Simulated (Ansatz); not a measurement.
An Ansatz (a first-principles code) input (Ansatz, PBEsol, PAW, cutoff 420 eV, no spin-orbit coupling):

Ansatz 0.2 input:
```yaml
crystal:
  lattice:
    - [3.3160080743, -4.324778367, 0]
    - [3.3160080743, 4.324778367, 0]
    - [-1.0363864472, 0, 4.6100686413]
  atoms:
    - { symbol: In, position: [0.307596977, 0.692403023, 0] }
    - { symbol: In, position: [0.692403023, 0.307596977, 0] }
    - { symbol: Si, position: [0.2217022158, 0.2217022158, 0.4097509772] }
    - { symbol: Si, position: [0.7782977842, 0.7782977842, 0.5902490228] }
    - { symbol: O, position: [0.9211016124, 0.6075407753, 0.7813981182] }
    - { symbol: O, position: [0.0788983876, 0.3924592247, 0.2186018818] }
    - { symbol: O, position: [0.3924592247, 0.0788983876, 0.2186018818] }
    - { symbol: O, position: [0.6075407753, 0.9211016124, 0.7813981182] }
    - { symbol: O, position: [0, 0, 0.5] }
    - { symbol: O, position: [0.6078468573, 0.6078468573, 0.2825044147] }
    - { symbol: O, position: [0.3921531427, 0.3921531427, 0.7174955853] }
basis: { ecutwfc: 420, ecutrho_ratio: 4, xc_grid: 2, fft_grid_basis: typed }
kpoints: { mp_grid: { grid: [5, 5, 6] } }
hamiltonian:
  xc: pbesol
  dispersion: none
  pseudopotentials: { kind: paw }
scf: { occupations: { method: fermi_dirac, width: 0.05 }, convergence: { dr2_threshold: 0.0000000011 } }
output: { forces: true, stress: true }
```

Task: Which symmetry and how many k-points will the program report, and about how many plane waves at Γ?

Result: Space group C2/m (ITA 12) with 4 operations, k-points 48 of 150, and 2579 plane waves at Γ.

Stability against distortions was not tested. The cell is In2Si2O7 (space group C2/m, No. 12).
